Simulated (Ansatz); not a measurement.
Consider SiSe2 (space group Ibam, No. 72; a = 6.299 Å, b = 9.307 Å, c = 5.856 Å; made of chains). Axes: x, y, z lie along a, b, c of the conventional cell.

Calculations: Kohn–Sham DFT with the PBEsol functional, run in Ansatz (a first-principles code) with PAW and 420 eV plane waves, scalar-relativistic without spin-orbit coupling, earlier PAW set.

Now apply this change: the cell is compressed by 2.79 % along y with no lateral relaxation; the atoms relax in the strained cell.

### Question
What happens to the stress and energy relative to the base?

### Answer
The stress (xx, yy, zz, yz, xz, xy; compression positive) is (0.16, 0.25, 0.11, 0.00, 0.00, 0.00) GPa; the energy grows by 0.6 meV/atom.

No phonon test of stability was made. No dispersion term is included in the PBEsol runs.
